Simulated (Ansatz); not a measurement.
# A computed series for LaSi2: pressure series

Base system: LaSi2 (space group I4_1/amd, No. 141; a = 4.257 Å, c = 13.896 Å).

Cell and atoms are relaxed at each pressure.

Calculations: PBEsol, PAW, 420 eV (Ansatz, a first-principles code; no SOC).

```tsv
case	shortest interatomic distance	c/a ratio
base	2.351 Å	3.264
pressure 0.3 GPa	2.349 Å	3.268
pressure 0.7 GPa	2.347 Å	___
pressure 1.5 GPa	___	___
```

Problem. Complete the table.

Solution. 
- pressure 0.7 GPa, c/a ratio: 3.273
- pressure 1.5 GPa, shortest interatomic distance: 2.342 Å
- pressure 1.5 GPa, c/a ratio: 3.280

Load acts through the strain it causes; cell and atoms are relaxed under it. Stability against distortions was not tested. All final runs are without spin polarisation.
